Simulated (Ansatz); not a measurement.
Competing hops of interstitial Al in wurtzite ZnO, charge state +3

Defect: interstitial Al in wurtzite ZnO, charge state +3. These are PBE, PAW (plane waves to 420 eV; Ansatz, a program for electronic structure) values and carry that method's errors.

Cell of 72 host sites held at the relaxed PBE lattice; one k-point at (0.125, 0.250, 0.250); Fermi-Dirac width 0.01 eV, spin-restricted; finite-size errors left in. No zero-point or tunnelling terms. The charge state is imposed; whether it is stable for some Fermi level was not computed. Sites that were not tried may lie lower.

Barriers: single points on a 2×2×2 k-point mesh shifted by half a step along c at the bands' geometries.

```json
[
 {"Route": "several atoms move together, Al the farthest", "Start site over the lowest site run (eV)": "0.00", "Hop (Å)": "1.06", "Forward barrier (eV)": "0.22", "Backward barrier (eV)": "0.22", "Neighbours at the start": "2 O at 1.78, O at 1.81, O at 1.82 Å", "Neighbours at the saddle": "O at 1.79, O at 1.95, O at 1.96, O at 1.97, O at 2.01 Å", "Saddle order": "not checked, on a symmetry element", "Forward, on the band's own sampling (eV)": "0.25"}
]
```

Paths come from nudged elastic bands with a climbing image.  A band can be held on a symmetry element, so unchecked saddle points there may be too high. A further band (several atoms move together, Al the farthest, 2.91 Å) gave 1.43 eV forward on its own sampling, 1.43 eV above the lowest site run, but much of the cell moves along it, so it is not taken as a result.

The whole set of runs took around 5 core-hours (rough).
